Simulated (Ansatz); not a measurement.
The starting structures come from a database of crystals and need not be the phases stable at ambient conditions.

By PBEsol, the system below comes out a metal.

```
CELL_PARAMETERS angstrom
      3.06138     0.00000     0.00000
     -1.02046     2.88630     0.00000
      1.02046     1.44315     2.57460
ATOMIC_POSITIONS crystal
  Hf 0.00000 0.00000 0.00000
```

Space group of this cell: Fmmm. The cell is strained (lengths along the current scaled by 1.03, ions clamped); by PBEsol its mean pressure is -6.4 GPa.

The current flows along the normal of the first two printed cell vectors. No spin-orbit coupling; the value is a mean over 0.1 eV about the Fermi level.

### Question
Predict the ballistic conductance per area from PBEsol (Ansatz, a program for electronic structure).

### Answer
1.4 × 10¹⁵ S/m² for both spins.
